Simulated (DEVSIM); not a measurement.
Structure: abrupt Si p-n junction, at 300 K.

Layer 1 from the left is Si, thickness (μm) 0.210, Na (cm⁻³) 5.9e18, τn (s) 6.3e-7, τp (s) 6.3e-7. Layer 2 from the left is Si, thickness (μm) 54.0, Nd (cm⁻³) 9.1e15, τn (s) 6.3e-7, τp (s) 6.3e-7.

Left contact: ohmic. Right contact: ohmic. Voltage is applied to the left contact. Recombination: SRH at mid-gap, radiative. Mobility is μmin + (μ − μmin)/(1 + (N/Nref)^α).

The device is made up for the run: typed textbook-type constants, with dimensions and the other settings drawn at random. Values at 300 K.

Si: gap (eV) 1.124, affinity (eV) 4.05, permittivity 11.7, Nc (cm⁻³) 2.86e19, Nv (cm⁻³) 3.1e19, μn (cm²/Vs) 1417, μp (cm²/Vs) 470, μn,min 52, μp,min 45, Nref,n 9.7e16, Nref,p 2.2e17, αn 0.68, αp 0.72, B (cm³/s) 4.7e-15.

Problem. Estimate by hand the built-in potential, the peak field at zero bias, the capacitance at -1.5 V, and compare with a numerical solution.

Solution. 
- Built-in potential: ni = √(Nc Nv) exp(−Eg/2kT) = 1.08e10 cm⁻³ with Eg = 1.124 eV; Vbi = kT/q ln(Na Nd/ni²) = 0.873 V; numerical 0.873 V.
- Peak field at zero bias: depletion approximation: W = √(2εVbi/(qN)) = 0.352 μm with N = 9.09e15 cm⁻³; field = 2Vbi/W = 49500 V/cm; numerical 136000 V/cm (estimate below by 64 %).
- Capacitance at -1.5 V: C = √(qεN / 2(Vbi + |V|)) = 17.8 nF/cm²; numerical 18.2 nF/cm² (estimate below by 2.1 %).

Simulated with DEVSIM: 1D drift-diffusion, Boltzmann statistics, complete ionisation; no tunnelling, impact ionisation, image-force lowering or self-heating.
